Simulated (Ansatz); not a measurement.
## A computed series for NbAgO3: pressure series

Base system: NbAgO$_{3}$ in the cubic perovskite structure (space group Pm-3m, No. 221; a = 3.950 Å; a cell from a computed database, its experimental status unchecked).

Cell and atoms are relaxed at each pressure.

Levels (all Ansatz, a quantum-chemistry and plane-wave program, PAW, earlier PAW set): PBEsol (420 eV, scalar-relativistic without spin-orbit coupling); HSE06 (420 eV, scalar-relativistic without spin-orbit coupling); PBEsol+SOC (420 eV, noncollinear with spin-orbit coupling).

Band gaps by level, all at the geometries relaxed with PBEsol:

| case | PBEsol | HSE06 | PBEsol+SOC |
|---|---|---|---|
| base | 1.40 eV | 2.73 eV | 1.39 eV |
| pressure −2 GPa | 1.39 eV | 2.71 eV | 1.38 eV |
| pressure 0.3 GPa | 1.41 eV | 2.74 eV | 1.39 eV |
| pressure 0.7 GPa | 1.41 eV | 2.74 eV | 1.39 eV |
| pressure 1.5 GPa | 1.41 eV | 2.75 eV | 1.40 eV |
| pressure 3 GPa | 1.42 eV | 2.76 eV | 1.40 eV |
| pressure 5 GPa | 1.43 eV | 2.78 eV | 1.41 eV |
| pressure 7.5 GPa | 1.44 eV | 2.80 eV | 1.43 eV |

Single points use the geometry relaxed with PBEsol. HSE06 gaps are upper bounds (no full band path). The spin-orbit shifts are approximate. Load acts through the strain it causes; cell and atoms are relaxed under it. Stability against distortions was not tested. Competing high-pressure phases were not computed. Many cubic perovskites are stable only at high temperature; tilts and polar distortions were not tested.
